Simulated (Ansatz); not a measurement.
We consider 1T (CdI2-type) MnI2, described by r²SCAN (plane waves, PAW; Ansatz, a first-principles code).

Settings: plane-wave cutoff 560 eV, 12×12×6 k mesh (along the axes of the cell as run), Fermi–Dirac smearing 0.01 eV, spin-polarised with parallel moments, scalar-relativistic PAW data made under PBE.

Response to compression and expansion:

Shape and atoms are relaxed at each volume.

```csv
V (Å³/atom),P (GPa),direct gap at Γ (eV),smallest gap on the k mesh (eV),c (Å)
34.157,0.51,2.537,2.053,6.926
34.869,0.23,2.545,2.092,7.027
35.581,0.00,2.552,2.126,7.132
36.292,-0.15,2.555,2.151,7.247
37.004,-0.26,2.557,2.171,7.366
```

The fundamental gap (2.13 eV at the equilibrium volume, with added k points) lies elsewhere than Γ–Γ.

Note: the magnetic order was assumed, not searched for or taken from measurement; the cell comes from a level without a dispersion term, which matters for the spacing of layers, chains or molecules; the bulk modulus comes from volumes at which shape and atoms were relaxed; the cell has widely spaced layers and the level no dispersion term, so their spacing and the moduli can rest on weak binding.

Spin–orbit coupling is not included; with these elements it can move the gap by several tenths of an eV or more.
